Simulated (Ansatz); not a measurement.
Defect migration in beta Ga2O3: interstitial Li, charge state +1. These are PBE, PAW (plane waves to 420 eV; Ansatz, a quantum-chemistry and plane-wave program) values and carry that method's errors.

Settings: 160 host sites, the relaxed PBE lattice, the Γ point alone, smearing 0.01 eV, spin-restricted, no image-charge correction. Static, classical nuclei. The charge state is imposed; whether it is stable for some Fermi level was not computed. Sites that were not tried may lie lower.

Barriers: single points on a 2×2×2 k-point mesh shifted by half a step at the bands' geometries.

Relaxed starting cell (atoms counted from 1):

```
CELL_PARAMETERS angstrom
     12.45496     0.00000     0.00000
      0.00000    12.33368     0.00000
     -2.78275     0.00000    11.42039
ATOMIC_POSITIONS crystal
  Ga 0.09140 0.00008 0.39843
  Ga 0.06990 0.00014 0.88693
  Ga 0.09085 0.25000 0.39812
  Ga 0.08899 0.25121 0.89700
  Ga 0.09081 0.50009 0.39719
  Ga 0.08936 0.50011 0.89694
  Ga 0.09086 0.75017 0.39814
  Ga 0.08899 0.74902 0.89702
  Ga 0.41941 0.12759 0.10692
  Ga 0.41050 0.12567 0.59854
  Ga 0.41038 0.37607 0.10297
  Ga 0.40914 0.37528 0.60240
  Ga 0.41036 0.62407 0.10299
  Ga 0.40917 0.62496 0.60244
  Ga 0.41950 0.87252 0.10694
  Ga 0.41047 0.87454 0.59857
  Ga 0.15573 0.12635 0.15767
  Ga 0.15725 0.12516 0.65844
  Ga 0.15835 0.37536 0.15611
  Ga 0.15919 0.37533 0.65661
  Ga 0.15834 0.62488 0.15609
  Ga 0.15922 0.62488 0.65666
  Ga 0.15575 0.87389 0.15773
  Ga 0.15727 0.87506 0.65851
  Ga 0.34197 0.00009 0.33908
  Ga 0.35321 0.00010 0.82732
  Ga 0.34125 0.25070 0.34181
  Ga 0.34181 0.25003 0.84444
  Ga 0.34099 0.50010 0.34329
  Ga 0.34112 0.50005 0.84325
  Ga 0.34126 0.74948 0.34185
  Ga 0.34184 0.75007 0.84451
  O  0.15054 0.00011 0.04764
  O  0.16365 0.00011 0.55700
  O  0.16256 0.24920 0.05367
  O  0.16416 0.24930 0.55571
  O  0.16397 0.50011 0.05380
  O  0.16462 0.50010 0.55449
  O  0.16255 0.75102 0.05370
  O  0.16413 0.75091 0.55574
  O  0.33565 0.12462 0.44232
  O  0.34210 0.11995 0.94791
  O  0.33580 0.37476 0.44505
  O  0.33633 0.37434 0.94612
  O  0.33581 0.62543 0.44508
  O  0.33636 0.62575 0.94613
  O  0.33566 0.87557 0.44232
  O  0.34218 0.88010 0.94792
  O  0.17309 0.00007 0.27983
  O  0.17427 0.00005 0.78951
  O  0.17401 0.24925 0.28169
  O  0.17536 0.24749 0.78422
  O  0.17422 0.50009 0.28155
  O  0.17425 0.50009 0.78258
  O  0.17403 0.75092 0.28172
  O  0.17538 0.75266 0.78426
  O  0.32565 0.12297 0.21287
  O  0.32765 0.12411 0.71657
  O  0.32584 0.37431 0.21704
  O  0.32592 0.37423 0.71833
  O  0.32585 0.62588 0.21707
  O  0.32593 0.62599 0.71834
  O  0.32569 0.87722 0.21287
  O  0.32763 0.87611 0.71658
  O  0.50085 0.00008 0.13058
  O  0.49503 0.00010 0.62759
  O  0.49960 0.25315 0.12913
  O  0.49518 0.25039 0.62763
  O  0.49683 0.50007 0.12825
  O  0.49472 0.50011 0.62806
  O  0.49962 0.74695 0.12920
  O  0.49520 0.74984 0.62761
  O  0.00549 0.12479 0.37228
  O  0.99761 0.12966 0.86789
  O  0.00544 0.37494 0.37204
  O  0.00320 0.37549 0.87112
  O  0.00542 0.62523 0.37204
  O  0.00319 0.62472 0.87114
  O  0.00548 0.87537 0.37232
  O  0.99763 0.87058 0.86794
  Ga 0.59058 0.12519 0.39655
  Ga 0.59294 0.12703 0.89871
  Ga 0.58909 0.37522 0.39589
  Ga 0.58965 0.37549 0.89745
  Ga 0.58908 0.62499 0.39587
  Ga 0.58966 0.62462 0.89745
  Ga 0.59057 0.87503 0.39654
  Ga 0.59295 0.87310 0.89868
  Ga 0.90950 0.00009 0.10170
  Ga 0.90840 0.00008 0.60155
  Ga 0.90935 0.25103 0.10161
  Ga 0.91032 0.25035 0.60338
  Ga 0.91015 0.50009 0.10223
  Ga 0.91138 0.50008 0.60383
  Ga 0.90935 0.74916 0.10160
  Ga 0.91035 0.74981 0.60336
  Ga 0.66250 0.00007 0.15832
  Ga 0.65779 0.00009 0.65539
  Ga 0.66199 0.25156 0.15804
  Ga 0.65763 0.25131 0.65530
  Ga 0.65988 0.50006 0.15728
  Ga 0.65735 0.50011 0.65613
  Ga 0.66200 0.74858 0.15802
  Ga 0.65765 0.74891 0.65527
  Ga 0.84294 0.12559 0.34358
  Ga 0.83681 0.12701 0.84151
  Ga 0.84291 0.37554 0.34400
  Ga 0.84015 0.37576 0.84219
  Ga 0.84289 0.62461 0.34403
  Ga 0.84015 0.62445 0.84219
  Ga 0.84294 0.87458 0.34358
  Ga 0.83683 0.87321 0.84151
  O  0.66529 0.12579 0.05549
  O  0.66228 0.12539 0.55392
  O  0.66475 0.37569 0.05420
  O  0.66181 0.37561 0.55312
  O  0.66477 0.62444 0.05420
  O  0.66182 0.62460 0.55311
  O  0.66522 0.87435 0.05548
  O  0.66231 0.87482 0.55390
  O  0.83669 0.00009 0.44470
  O  0.83707 0.00010 0.94406
  O  0.83814 0.25020 0.44600
  O  0.83379 0.25130 0.94512
  O  0.83869 0.50007 0.44654
  O  0.83622 0.50010 0.94514
  O  0.83812 0.74997 0.44600
  O  0.83376 0.74891 0.94512
  O  0.67532 0.12574 0.28259
  O  0.67284 0.12591 0.78095
  O  0.67508 0.37562 0.28280
  O  0.67234 0.37551 0.78137
  O  0.67510 0.62453 0.28281
  O  0.67234 0.62465 0.78136
  O  0.67532 0.87446 0.28259
  O  0.67284 0.87428 0.78092
  O  0.82757 0.00008 0.21814
  O  0.82472 0.00010 0.71657
  O  0.82770 0.25066 0.21852
  O  0.82445 0.25151 0.71641
  O  0.82744 0.50007 0.21830
  O  0.82550 0.50008 0.71707
  O  0.82768 0.74953 0.21851
  O  0.82446 0.74867 0.71642
  O  0.99444 0.12566 0.12750
  O  0.99560 0.12452 0.62935
  O  0.99636 0.37518 0.12759
  O  0.99735 0.37478 0.62966
  O  0.99635 0.62500 0.12759
  O  0.99735 0.62537 0.62966
  O  0.99444 0.87453 0.12753
  O  0.99560 0.87566 0.62939
  O  0.50437 0.00011 0.37070
  O  0.51043 0.00007 0.87129
  O  0.50337 0.24964 0.36987
  O  0.50370 0.24979 0.87267
  O  0.50282 0.50010 0.37005
  O  0.50303 0.50006 0.87210
  O  0.50338 0.75057 0.36990
  O  0.50372 0.75033 0.87263
  Li 0.26437 0.99995 0.98237
```
Cell charge +1.

End state 1 differs by these moves (Å; atoms that move under 0.08 Å are left out):

```json
[
 {"atom": "2", "element": "Ga", "Δx": "0.12", "Δy": "-0.03", "Δz": "0.07"},
 {"atom": "4", "element": "Ga", "Δx": "-0.09", "Δy": "0.02", "Δz": "-0.05"},
 {"atom": "9", "element": "Ga", "Δx": "0.12", "Δy": "-0.03", "Δz": "0.07"},
 {"atom": "15", "element": "Ga", "Δx": "-0.09", "Δy": "0.02", "Δz": "-0.05"},
 {"atom": "17", "element": "Ga", "Δx": "-0.15", "Δy": "-0.02", "Δz": "0.17"},
 {"atom": "26", "element": "Ga", "Δx": "-0.15", "Δy": "-0.02", "Δz": "0.17"},
 {"atom": "33", "element": "O", "Δx": "0.08", "Δy": "0.06", "Δz": "0.05"},
 {"atom": "42", "element": "O", "Δx": "0.08", "Δy": "0.06", "Δz": "0.05"},
 {"atom": "161", "element": "Li", "Δx": "-0.45", "Δy": "1.54", "Δz": "0.40"}
]
```

Problem. Estimate the forward and backward barriers to end state 1 that PBE, PAW returns for this input.

Solution. forward 0.31 eV, backward 0.31 eV; at the saddle point atom 161 has neighbours O at 1.73, O at 1.76 Å. The saddle point's order was not checked.
